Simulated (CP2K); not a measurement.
# Short convergence ladders for a (100) slab of HgTe (cut from a parent of space group no. 154; 6 atoms in the cell)

```
HgTe
1.0
    4.64894     0.00000     0.00000
    0.00000    10.37678     0.00000
    0.00000     0.00000    17.91570
Hg Te
3 3
Cartesian
  2.76221   0.00000   7.70300
  2.76221   6.91785  10.21270
  0.28675   3.45892   8.95791
  2.35636   5.18839   7.00001
  2.35636   1.72947  10.91570
  1.09845   8.64731   8.95791
```

Base method: LDA (Pade form), GPW, DZVP-MOLOPT-SR-GTH basis, GTH-PADE potentials (GTH_POTENTIALS) (CP2K 2026.2).

Base settings: CUTOFF = 500 Ry; REL_CUTOFF = 60 Ry; SMEAR/METHOD = FERMI_DIRAC; ELECTRONIC_TEMPERATURE = 232.09 K; KPOINTS/SCHEME = MONKHORST-PACK 3 1 1; XC_FUNCTIONAL = PADE; Hg/BASIS_SET = DZVP-MOLOPT-SR-GTH; Hg/POTENTIAL = GTH-PADE-q12; Te/BASIS_SET = DZVP-MOLOPT-SR-GTH; Te/POTENTIAL = GTH-PADE-q6.

Core times come from one kind of shared machine, to one figure; runs under 30 s give none.

**The k-point mesh**

Moved along: GAMMA_CENTERED.

Only quantities that move along the ladder and can be compared are tabulated.

| KPOINTS/SCHEME | free energy less the last step's (meV/atom) | largest difference of a force vector from the last step's (eV/Å) |
|---|---|---|
| MONKHORST-PACK 2 1 1 | 32.78 | 0.350 |
| MONKHORST-PACK 3 1 1 | 34.13 | 0.238 |
| MONKHORST-PACK 3 2 1 | 25.17 | 0.261 |
| MONKHORST-PACK 4 2 1 | 3.72 | 0.216 |
| MONKHORST-PACK 5 3 1 | -7.48 | 0.033 |
| MONKHORST-PACK 7 4 1 | 2.40 | 0.091 |
| MONKHORST-PACK 10 5 1 | 1.47 | 0.013 |
| MONKHORST-PACK 13 6 1 | 0.34 | 0.021 |
| MONKHORST-PACK 18 8 1 | 0.00 | 0.000 |

Coarsest KPOINTS/SCHEME that holds the forces within 0.01 eV/Å: not settled: the last two steps still differ by 0.021 eV/Å, over half the tolerance, so the ladder does not show it.

Coarsest KPOINTS/SCHEME that holds the free energy within 1 meV/atom of the last step, with all finer ones: MONKHORST-PACK 13 6 1; the step before is off by 1.5 meV/atom.

**The vacuum**

The mesh stays at the base's, so the ladder's end is converged at best in this setting alone.

Only quantities that move along the ladder and can be compared are tabulated; forces are left out, as grid noise moves with the cell.

| vacuum between outermost atoms (Å) | free energy less the last step's (meV/atom) | core time / last (rough) |
|---|---|---|
| 3.0 | -120.06 | 0.3 |
| 4.0 | -37.82 | 0.2 |
| 5.0 | -10.84 | 0.3 |
| 6.0 | -2.74 | 0.4 |
| 7.0 | -0.60 | 0.3 |
| 10.0 | -0.02 | 0.4 |
| 14.0 | 0.00 | 0.5 |
| 20.0 | 0.00 | 1 |

Smallest vacuum between outermost atoms (Å) that holds the free energy within 2 meV/atom of the last step, with all finer ones: 7.0, at about 0.3 of the last step's time; the step before is off by 2.7 meV/atom.

On the base run: the starting cell comes from a database of computed structures (which also holds hypothetical and non-ambient phases and stackings), without a prior relaxation at this level. The slab is cut from that crystal, and its faces are unrelaxed. Its lattice was rescaled by up to half a per cent. Spin polarisation is off, though cut faces can carry moments. Values carry the incompleteness of an atom-centred basis. In the base run, forces exceed 1 eV/Å.

Left out of this page: 1 run of the series stopped by limits of time or memory; 1 run of the series outside the window shown, repeating another row's setting, or not comparable.
